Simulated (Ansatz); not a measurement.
Results of r²SCAN+rVV10 (plane waves, PAW; Ansatz, a program for electronic structure) for rock-salt CsH.

Numerical settings: plane-wave cutoff 560 eV, 10×10×10 k mesh, Fermi–Dirac smearing 0.01 eV, scalar-relativistic PAW data made under PBE.

Cell (relaxed at this level):

CsH has the cubic space group Fm-3m (No. 225), the rock salt structure, Pearson symbol cF8. Cell: a = b = c = 6.2848 Å, α = β = γ = 90.00°. Cs on 4a is surrounded by 6 H at 3.142 Å (octahedral). H on 4b is surrounded by 6 Cs at 3.142 Å (octahedral). (Neighbours: up to the widest gap in distance over summed covalent radii, below 1.35, at either atom; cation-cation and far metal-metal contacts left out.)
(The calculation used a cell of 2 atoms; values per cell refer to that cell.)

Question: Predict the band gap and Γ–Γ gap.

Answer: 
- band gap: 2.54 eV
- Γ–Γ gap: 7.42 eV

Spin–orbit coupling is not included.

Static lattice: no zero-point or thermal effects.

It cost about 15 core-seconds (a rough figure) of CPU time.
